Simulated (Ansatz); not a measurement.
Consider CoCl3 in the ReO3 type structure (space group Pm-3m, No. 221; a = 4.560 Å; ferromagnetic; a hypothetical phase, not in the database extracts checked; relaxed with 0.1 eV smearing). Axes: x, y, z lie along the cube axes.

Level of theory: Ansatz (a program for electronic structure), PBEsol, PAW, cutoff 420 eV, without spin-orbit coupling.

Strains are applied to the cell and any free atomic positions relax; under biaxial strain the out-of-plane vector relaxes too.

One change was made to it. Results:

```json
[
 {"quantity": "pressure", "base": "0.0 GPa", "after": "3.5 GPa"},
 {"quantity": "largest site moment", "base": "1.76 μB", "after": "1.52 μB"},
 {"quantity": "energy relative to the base (free energy F)", "base": "0 meV/atom", "after": "+15 meV/atom"}
]
```

Question: What was done to the base?
(A) biaxial strain +1.10 %, plane normal [111], relaxed out of plane
(B) isotropic strain −2.11 %
(C) biaxial strain −1.95 %, plane normal [110], relaxed out of plane
(D) tensor shear ε_xy = −1.44 %

Answer: B, isotropic strain −2.11 %. For comparison, the energy relative to the base in the other runs: tensor shear ε_xy = −1.44 % gives +1.2 meV/atom; biaxial strain +1.10 %, plane normal [111], relaxed out of plane gives +1.3 meV/atom; biaxial strain −1.95 %, plane normal [110], relaxed out of plane gives +4.7 meV/atom.

Whether these cells are dynamically stable was not tested. No Hubbard U is applied and the magnetic state is the run's own (CoCl3 ferromagnetic); small cells can't hold the antiferromagnetic order that many such compounds have, so gaps and moments can be off.
